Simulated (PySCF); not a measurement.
PySCF 2.14.0, PBE0/def2-svp, df: Mo(O)2(Cl)(NMe2) (C[N](C)[Mo](=[O])(=[O])[Cl]), 13 atoms. The geometry is a generated start, not checked to be a minimum at this level.

- task: energy
- method: pbe0
- basis: def2-svp
- two-electron scheme: density fitting
- mol.max_memory: 3000 MB
- mf.max_cycle: 100
- mf.init_guess: minao (default)
- mf.DIIS: CDIIS (default)
- mf.conv_tol: 1e-09 (default)
- mf.grids.level: 3 (default)
- effective core potentials: those of the basis set, past Kr
- basis functions: 149
- grid points: 170472

```xyz
13

Mo     1.0131    -1.4580     0.2812
O      2.4054    -1.2140    -0.5412
O      0.9937    -1.7240     1.8963
Cl    -0.1212    -3.0654    -0.6802
N     -0.0384     0.0707    -0.0269
C     -1.1061     0.5070     0.8585
C      0.2030     1.0625    -1.0627
H     -0.8375     1.4543     1.3444
H     -2.0319     0.6592     0.2916
H     -1.2793    -0.2509     1.6274
H     -0.6423     1.1050    -1.7605
H      0.3321     2.0567    -0.6158
H      1.1094     0.7970    -1.6120
```

Charge 0 and multiplicity 1 are set for this test and not shown to be the ground state.

One run each on 2 threads, 1 BLAS thread. Values of diis_space tried: 3, 5, 8 (default), 12, 20.

### Question
Which value of diis_space needs the fewest Fock builds, and what happens away from it?

### Answer
Fewest Fock builds, within one of each other: 8 (default) with 15, 12 with 15, 20 with 15. The count rises to 35 at 3. All converge to one solution.

```tsv
diis_space	Fock builds	end
3	35	same solution
5	18	same solution
8 (default)	15	same solution
12	15	same solution
20	15	same solution
```
